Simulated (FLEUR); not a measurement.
**FLEUR run on Yb (Fm-3m, 1 atom in the cell): self-consistent single point**

Method: PBE, all-electron FLAPW (FLEUR), scalar-relativistic valence.

The input file:

Input of the input generator:

```
Yb crystal
&input film=f /
0.0000000000 2.7537000000 2.7537000000
2.7537000000 0.0000000000 2.7537000000
2.7537000000 2.7537000000 0.0000000000
1.8897261246
1.0 1.0 1.0

1
70 0.0000000000 0.0000000000 0.0000000000

&comp jspins=1 /
&kpt div1=6 div2=6 div3=6 gamma=t /
&end /
```

```xml
<?xml version="1.0" encoding="UTF-8" standalone="no"?>
<fleurInput fleurInputVersion="0.39">
   <comment>
      Yb crystal                                                                                          
   </comment>
   <calculationSetup>
      <cutoffs Kmax="3.8" Gmax="11.4" GmaxXC="11.4" numbands="0"/>
      <scfLoop itmax="100" minDistance="0.00001" maxIterBroyd="40" imix="Anderson" alpha="0.05" precondParam="0.0" spinf="2.0"/>
      <coreElectrons ctail="T" frcor="F" kcrel="0" coretail_lmax="0"/>
      <xcFunctional name="pbe" relativisticCorrections="F"/>
      <magnetism jspins="1"/>
      <soc l_soc="F" theta="0.0" phi="0.0" spav="F"/>
      <expertModes spex="0" secvar="F"/>
      <geometryOptimization l_f="T" forcealpha="1.0" forcemix="BFGS" epsdisp="0.00001" epsforce="0.00001"/>
      <ldaU l_linMix="F" mixParam="0.05" spinf="1.0"/>
   </calculationSetup>
   <cell>
      <bzIntegration valenceElectrons="24.0" mode="hist" fermiSmearingEnergy="0.00367493">
         <kPointListSelection listName="default-1"/>
         <!-- k-points included here -->
         <xi:include xmlns:xi="http://www.w3.org/2001/XInclude" href="kpts.xml"> </xi:include>
      </bzIntegration>
      <!-- symmetry operations included here -->
      <xi:include xmlns:xi="http://www.w3.org/2001/XInclude" href="sym.xml"> </xi:include>
      <bulkLattice scale="1.0">
         <bravaisMatrix>
            <row-1>    0.0000000000000000     5.2037388293110194     5.2037388293110194</row-1>
            <row-2>    5.2037388293110194     0.0000000000000000     5.2037388293110194</row-2>
            <row-3>    5.2037388293110194     5.2037388293110194     0.0000000000000000</row-3>
         </bravaisMatrix>
      </bulkLattice>
   </cell>
   <atomSpecies>
      <species name="Ytterbium (Yb)" element="Yb" atomicNumber="70">
         <mtSphere radius="2.63" gridPoints="925" logIncrement="0.014"/>
         <atomicCutoffs lmax="10" lnonsphr="8"/>
         <electronConfig flipSpins="F">
            <coreConfig>(1s1/2) (2s1/2) (2p1/2) (2p3/2) (3s1/2) (3p1/2) (3p3/2) (4s1/2) (3d3/2) (3d5/2) (4p1/2) (4p3/2) (4d3/2) (4d5/2)</coreConfig>
            <valenceConfig>(5s1/2) (5p1/2) (5p3/2) (6s1/2) (4f5/2) (4f7/2)</valenceConfig>
         </electronConfig>
         <energyParameters s="6" p="6" d="5" f="4"/>
         <lo type="SCLO" l="0" n="5" eDeriv="0"/>
         <lo type="SCLO" l="1" n="5" eDeriv="0"/>
      </species>
   </atomSpecies>
   <atomGroups>
      <atomGroup species="Ytterbium (Yb)">
         <relPos label="                   1">.0000000000 .0000000000 .0000000000</relPos>
         <force calculate="T" relaxXYZ="TTT"/>
      </atomGroup>
   </atomGroups>
   <output dos="F" band="F" slice="F">
      <checks vchk="F" cdinf="F"/>
      <bandDOS minEnergy="-.5*Htr" maxEnergy="0.5*Htr" sigma="0.015" storeEVData="T"/>
      <vacuumDOS vacdos="F" integ="F" star="F" nstars="0" locx1="0.0" locy1="0.0" locx2="0.0" locy2="0.0" nstm="0" tworkf="0.0"/>
      <unfoldingBand unfoldBand="F" supercellX="1" supercellY="1" supercellZ="1"/>
      <plotting iplot="0" polar="F">
         <plot TwoD="T" vec1="  1.0  0.0  0.0" vec2="  0.0  1.0  0.0" vec3="  0.0  0.0  1.0" zero="  0.0  0.0  0.0" file="plot"/>
      </plotting>
      <chargeDensitySlicing numkpt="0" minEigenval="0.0" maxEigenval="0.0" nnne="0" pallst="F"/>
      <specialOutput eonly="F"/>
      <magneticCircularDichroism mcd="F" energyLo="-10.0" energyUp="0.0"/>
   </output>
  <!-- We include the file relax.xml here to enable relaxations (see documentation) -->
  <xi:include xmlns:xi="http://www.w3.org/2001/XInclude" href="relax.xml"> <xi:fallback/> </xi:include>
</fleurInput>
```

The program printed (abridged):

```
      Welcome to FLEUR        (www.flapw.de)
      MaX-Release 8.1          (www.max-centre.eu)

 ========== k-point set info ==========
 Selected k-point list: default-1
 k-point list type: mesh
 6 x 6 x 6
 Number of k points: 16

 ------------Calculation Setup---------------------------
           1           2           4           8          16
 Number of basis functions:          280
 Iteration:     1   Distance:      72.20888053 me/bohr^3
 Iteration:     2   Distance:      14.08263666 me/bohr^3
 Iteration:     3   Distance:      10.87141387 me/bohr^3
 Iteration:     4   Distance:      17.14947522 me/bohr^3
 Iteration:     5   Distance:       2.45486837 me/bohr^3
 Iteration:     6   Distance:       9.64613980 me/bohr^3
   [... 11 lines left out ...]
 Iteration:    18   Distance:       0.00082730 me/bohr^3
 Iteration:    19   Distance:       0.00019731 me/bohr^3
 Iteration:    20   Distance:       0.00006082 me/bohr^3
 Iteration:    21   Distance:       0.00001769 me/bohr^3
 Iteration:    22   Distance:       0.00000130 me/bohr^3

 Run finished successfully
 Stop message:
   Structural relaxation: Done

[file out, last iteration]
             iter=     23
          p o t e n t i a l   g e n e r a t o r
[...]
          integral of pseudo charge density inside the slab=        0.000000   0.000000
     coulomb potential in the interstitial region:
          density-coulomb potential integrals
          total density-coulomb potenti   -23865.5639635906
          density-effective potential integrals for spin  1
          total density-effective poten   -2.4250934516E+04
          charge density-energy density integrals
          total charge density-energy d   -2.9464637737E+02
 Updated energy parameters for spin:           1
  Atom    1 6s branch from -1.69 to  1.93 htr. ; e_l =  0.1299
  Atom    1 6p branch from -0.60 to  2.78 htr. ; e_l =  0.2625
  Atom    1 5d branch from -6.26 to  0.85 htr. ; e_l =  0.2695
  Atom    1 4f branch from -9.99 to  0.18 htr. ; e_l =  0.1861
  Atom    1 5s branch from-16.61 to -1.69 htr. ; e_l(l -1.7185
  Atom    1 5p branch from-12.14 to -0.60 htr. ; e_l(l -0.7174
[...]
 fermi energy and band-weighting factors:
at   0.00000   0.00000   0.00000   k-weight:    0.004630
   19 eigenvalues :
   -1.718624   -0.699074   -0.699074   -0.699074    0.007931    0.162583    0.164892    0.164892
    0.164892    0.167458    0.167458    0.167458    0.285813    0.285813    0.285813    0.352752
    0.352752    0.513170    0.601003
   [... 2 blocks of this kind left out ...]

[...]
FERMIE:
          first approx. to ef    (T=0)  :   0.180014 htr   (energy of the highest occ. eigenvalue)
          number of occ. states  (T=0)  :        192
          first approx. to seigv (T=0)  :  -5.093286 htr
          sum of weights of occ. states :  12.000000
          sum of semicore charge        :   0.000000 e
FERHIS:  Fermi-Energy by histogram:
          bandgap                     :   0.005387 htr
          charge neutrality (T=0)     :   0.000000    (zero if the highest occ. eigenvalue is "entirely" occupied)
     EF_NEWTON:  Adjust Fermi-Energy by Newton-Method.
               Number of iterations needed  :   5
               The error in the weight is   : -0.53291E-14
               The error in ef is           :  0.17570E-15 htr
     -->  new fermi energy            :   0.184613 htr
          valence charge              :  24.000000 e
          actual charge blw ef-8kt    :   9.555556 e
          actual charge blw ef+8kt    :  24.000000 e
          number of occ. states       :       200
          sum of the valence weights  :   12.000000
          entropy         :   0.946261 *kb htr/K =   0.00000 htr/K
          sum of val. single particle energies:        -5.0910141680 htr
 Direct bandgap for spin            1 :    5.3868671634222376E-003  Htr
 at k-point           15  with k-vector   0.16666666666666666       0.33333333333333331       0.66666666666666663
          valence density: spin= 1
[...]
     l-like charge
     atom     s        p        d        f        total
 -->  1    2.21648  5.88886  0.20432 13.65572   21.96551
          total charge for spin  1=   24.000000
          interst. charge =       2.034491
          mt charge=             21.965509
          total charge  =   24.000000
          z= 70.     r(1)=  0.633756E-05     dx= 0.014000     m.t.index= 925
               n    l     j    energy       weight
               1.   0.   0.5-2247.6523      2.0000
               2.   0.   0.5 -380.3549      2.0000
               2.   1.   0.5 -362.7348      2.0000
   [... 11 lines left out ...]
          atom type    1  (spin 1)
          kinetic energy=  0.151934622196E+05     sum of the eigenvalues= -0.860599863158E+04
          0.00000376  electrons lost from core.
          total charge for spin  1=   70.000000
          interst. charge =       2.034495
          mt charge=             67.965505
          total charge  =   70.000000
          zc=    70.000000     qfix=    1.000000
     t o t a l  e n e r g y
          sum of eigenvalues =             -8611.0896457507
          density-coulomb potential int   -23865.5639635906
          density-effective potential i   -24250.9345160391
          charge density-ex.-corr.energ     -294.6463773686
          el.-nucl. inter. diff. m.t.      17458.1580139986
          Madelung term for atom type:       -30.1866161991
 ---->    total energy=                   -14075.9281190732 htr
 ---->    (input%tkb*entropy) TS=              0.0034774439 htr
 ---->    free energy=                    -14075.9315965171 htr
      extrapolation for T->0
 ---->    total electron energy=          -14075.9298577952 htr
 ***** TOTAL FORCES ON ATOMS *****
 TOTAL FORCE FOR ATOM TYPE=  1  X=  0.000   Y=  0.000   Z=  0.000
                       FX_TOT= 0.000000 FY_TOT= 0.000000 FZ_TOT= 0.000000
 Structural relaxation: Done
```

The run converged in 22 iterations. FLEUR gives forces in its relaxation mode, with a further iteration, so its stop message speaks of a relaxation.

The starting cell has typed, rounded lattice constants, without a prior relaxation at this level. Its lattice was rescaled by up to half a per cent. Spin-orbit coupling is off. Spin polarisation is off. Values depend on the basis (sphere radii, cutoffs, local orbitals), which need not be converged. The log's line on a gap gives a spacing of levels on this mesh, which the program prints for metals too.
